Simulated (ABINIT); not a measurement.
Checking a run of ABINIT on Cs3Pt (P1, 4 atoms in the cell). The aim is a self-consistent single point with DFT, PBEsol, plane waves, PAW (JTH v2.0 PBE PAW, files made for PBE).

Cell that was meant: a = 5.7777 Å, b = 5.7777 Å, c = 5.7777 Å, α = 90.00°, β = 90.00°, γ = 90.00°.

Part of the input:

```
         0.0128552713    2.8585443364    0.0114281917
         2.8833362325    2.8969657089    2.9037602253
      Angstrom
cellcharge -1
ecut 571 eV
pawecutdg 1143 eV
ixc -116133
```

Output, abridged:

```
 Symmetries : space group P1 (#  1); Bravais aP (primitive triclinic)

 -outvars: echo values of preprocessed input variables --------
   [... lines left out ...]

 Coarse grid specifications (used for wave-functions):

 getcut: wavevector=  0.0000  0.0000  0.0000  ngfft=  48  48  48
         ecut(hartree)=     20.984   => boxcut(ratio)=   2.13198

 Fine grid specifications (used for densities):

 getcut: wavevector=  0.0000  0.0000  0.0000  ngfft=  64  64  64
         ecut(hartree)=     42.004   => boxcut(ratio)=   2.00917

   7.03493701E+03                                ecore*ucvol(ha*bohr**3)

_setup2: Arith. and geom. avg. npw (full set) are    5978.778    5978.738
--- !BeginCycle
solver: {iscf: 17, nstep: 100, nline: 4, wfoptalg: 10, }
tolerances: {tolvrs: 1.00E-11, }
...

     iter   Etot(hartree)      deltaE(h)  residm     nres2
 ETOT  1  -88.221943399537    -8.822E+01 2.681E-02 3.758E+00
 ETOT  2  -88.310215548685    -8.827E-02 2.557E-03 9.164E-01
 ETOT  3  -88.304641019150     5.575E-03 4.766E-04 4.868E-01
 ETOT  4  -88.304611814261     2.920E-05 2.126E-04 1.789E-01
 ETOT  5  -88.304655156512    -4.334E-05 1.101E-04 2.898E-02
   [... 7 lines left out ...]
 ETOT 13  -88.304650907049    -2.174E-11 6.682E-05 1.736E-09
 ETOT 14  -88.304650907059    -9.678E-12 5.190E-05 1.216E-10
 ETOT 15  -88.304650907058     1.037E-12 2.840E-05 2.372E-11
 ETOT 16  -88.304650907059    -1.478E-12 2.156E-05 6.173E-12
 At SCF step   16       nres2   =  6.17E-12 < tolvrs=  1.00E-11 =>converged.

 Cartesian components of stress tensor (hartree/bohr^3)
  sigma(1 1)= -1.02619106E-04  sigma(3 2)=  4.25455445E-08
  sigma(2 2)= -1.02515880E-04  sigma(3 1)= -7.83367298E-09
  sigma(3 3)= -1.02598427E-04  sigma(2 1)=  1.35247157E-08

 ----iterations are completed or convergence reached----

 reduced coordinates (array xred) for    4 atoms
       0.996873004370      0.001385000015      0.496484002172
       0.501852002196      0.002448000011      0.998952004370
       0.002225000018      0.494759002173      0.001978000009
       0.499050002183      0.501409002202      0.502585002207
 cartesian forces (eV/Angstrom) at end:
    1      0.00908492154459    -0.02283208126426     0.03919989464378
   [... lines left out ...]
 Fermi (or HOMO) energy (eV) =   2.53594   Average Vxc (eV)=  -8.32098
total_energy        : -8.83046486327830E+01
   [... lines left out ...]
monopole_correction :  1.29934589902444E-01
monopole_correction_eV:  3.53570000252708E+00
...

-Cartesian components of stress tensor (GPa)         [Pressure=  3.0179E+00 GPa]
- sigma(1 1)= -3.01915783E+00  sigma(3 2)=  1.25173292E-03
- sigma(2 2)= -3.01612081E+00  sigma(3 1)= -2.30474577E-04
- sigma(3 3)= -3.01854944E+00  sigma(2 1)=  3.97910806E-04

 Calculation completed.
```

### Question
Can these results be used? Check the input.

### Answer
The run is not sound. The fault is an unintended net charge. A charged periodic cell changes the electron count and is neutralised by a uniform background, so energy, forces and pressure belong to another system. To fix it, remove the charge. The run converged in 16 iterations without an error; against the sound input the pressure goes from -1.45 to 3.02 GPa and the largest force moves little (0.067 to 0.064 eV/Å).

An input that runs soundly differs in these lines (not the only fix; some lines may just follow from the change or write a value another way):
```diff
-cellcharge -1
```

With that input, the run converged in 18 iterations: free energy E − TS -2405.43 eV; Fermi level (on the code's own zero) 2.55 eV; pressure -1.45 GPa; largest force (vector length) 0.067 eV/Å (DFT, PBEsol, plane waves, PAW (JTH v2.0 PBE PAW, files made for PBE)).

On the sound input: the starting cell comes from a database of computed structures (which also holds hypothetical and non-ambient phases and stackings), without a prior relaxation at this level. Its atoms were displaced at random from the sites of space group no. 221. Spin polarisation is off. The potentials were made for another functional than the one used. Without a gap this mesh is coarse (it stands for a supercell whose shortest vector is 17 Å).

These are the values that this program gave, and no reference: the one-centre exchange-correlation terms come from a truncated expansion.
